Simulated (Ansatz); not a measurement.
Cell and atoms of amorphous Al28O45Lu2:

```xyz
75
Lattice="9.5885 0.0324 -0.1034 0.0324 9.1874 0.0049 -0.1034 0.0049 9.4721" Properties=species:S:1:pos:R:3 pbc="T T T"
Al     6.5717     6.0831     9.1905
Al     3.4087     3.8344     7.3761
Al     7.6734     1.0002     8.9962
Al     7.4164     3.4742     7.2604
Al     5.0095     1.3217     2.3327
Al     1.8279     0.5811     1.4553
Al     4.6894     2.5250     0.0038
Al     2.0340     6.4908     6.3399
Al     7.8453     5.1765     3.0088
Al     0.5393     3.9052     5.8782
Al     2.5258     2.0392     3.7095
Al     4.8270     4.5602     2.0709
Al     1.6785     5.0449     3.4677
Al     9.4643     8.2469     7.6097
Al     8.4593     3.7773     0.6956
Al     5.4581     1.4367     6.7435
Al     8.2533     6.0069     6.0879
Al     4.9828     6.2419     6.3087
Al     2.6432     9.0763     8.2433
Al     0.7034     6.7880     0.9986
Al     8.8302     1.6960     2.6659
Al     7.3580     8.3885     1.8676
Al     5.4367     3.6365     4.7251
Al     3.6896     9.0331     5.5497
Al     0.6683     2.2844     8.1569
Al     3.6469     6.3294     9.0860
Al     5.3172     8.5917     8.8734
Al     1.9573     4.3213     0.8227
O      3.0279     4.5056     2.3844
O      3.6815     7.3043     5.7119
O      6.6788     7.7707     0.3965
O      3.2886     1.0088     2.2894
O      0.5234     5.5239     6.6846
O      4.4582     4.5588     5.8639
O      9.0429     3.0082     6.8113
O      7.6444     5.2889     1.0131
O      1.7734     1.0620     9.2125
O      8.5834     4.8733     4.6873
O      4.3403     2.4712     3.9505
O      6.5096     2.7336     5.8779
O      5.2996     0.3867     5.3090
O      1.5561     3.5345     4.4093
O      0.5122     3.4296     0.1303
O      5.3385     2.9642     1.5729
O      6.5372     6.5697     5.5336
O      3.5824     8.0902     9.3261
O      3.1114     5.6103     7.5269
O      8.2472     3.3124     2.4070
O      2.2545     0.5211     4.7277
O      6.4816     0.3719     7.7981
O      6.1290     9.2072     2.8381
O      3.8158     0.5685     7.2032
O      2.1438     6.0146     0.3255
O      6.0029     4.7724     3.4117
O      1.8910     2.9921     6.9765
O      7.3931     5.2135     7.6455
O      8.6255     0.6187     4.0180
O      5.1872     0.8877     0.4060
O      4.9234     2.8510     7.7799
O      8.0239     7.1666     3.0077
O      1.6411     6.4416     4.5201
O      5.3159     6.8705     7.9846
O      7.4278     2.7786     8.9583
O      8.7744     7.7886     6.0263
O      9.1675     7.3326     9.0544
O      8.2151     0.6787     1.2417
O      0.9996     1.7258     2.5478
O      3.1252     3.5375     9.2994
O      0.5390     5.3187     2.1106
O      5.0361     5.5488     0.6057
O      1.6007     8.0869     7.2093
O      9.1480     0.7707     8.0255
O      1.1744     8.2084     1.9780
Lu     0.6733     8.3482     4.1164
Lu     7.0332     8.5077     4.7436
```

Level of theory: PBE, scalar-relativistic without spin-orbit coupling (plane waves to 420 eV, PAW; Ansatz, an electronic-structure program).

The cell was made by melting and quenching with the CHGNet potential and then relaxed with DFT. O atoms were pushed apart under 1.9 Å during the dynamics, to hinder bonds among them. The hot cell started wider than the set density and was brought back towards it in steps. It is the lowest in DFT energy of 2 quenches. It is a model cell: composition and starting density were chosen by hand, and all elements were melted together. No dispersion term was used. Its density started from a set value of 3.63 and ended at 3.63 g/cm³. Cooling (nominally 280 K/ps over its main leg) ran many orders faster than in experiment, which tends to leave more defects and strain. Values belong to this one cell and scatter from quench to quench. The volume was held where the preparation left it and the shape relaxed, at a PBE pressure of 2.9 GPa. Stress components on the final sampling reach 3.0 GPa.

Neighbours within Al-Al 2.66 Å, Al-O 2.24 Å, Al-Lu 3.39 Å, O-O 1.58 Å, O-Lu 2.78 Å, Lu-Lu 4.11 Å count as bonded. Two cations that share two anions don't count as bonded, nor two that share one unless they lie closer than Al-Al 2.59 Å, Al-Lu 3.30 Å, Lu-Lu 4.00 Å.

### Question
Give the coordination numbers, mean bond lengths and angles.

### Answer

```
Item                                                                                                  Result
---------------------------------  -------------------------------------------------------------------------
Mean coordination of Al by anions  4.46 (15 with 4, 13 with 5); 3 close contacts or bonds to cations besides
Mean coordination of O                                                  3.04 (1 with 2, 41 with 3, 3 with 4)
Mean coordination of Lu by anions              6.00 (2 with 6); 3 close contacts or bonds to cations besides
Mean Al-O bond                                                         1.835 Å (spread 0.085 Å, 125 counted)
Mean O-Lu bond                                                          2.282 Å (spread 0.186 Å, 12 counted)
Mean Al-Lu close contact                                                 3.201 Å (spread 0.029 Å, 3 counted)
Bond angle at Al                                                                   mean 106.7°, spread 23.6°
Bond angle at O                                                                    mean 115.8°, spread 15.7°
Bond angle at Lu                                                                    mean 99.8°, spread 34.3°
```

### Question
List the pairs of like atoms that count as bonded by the rules above.

### Answer
There are none by these rules.
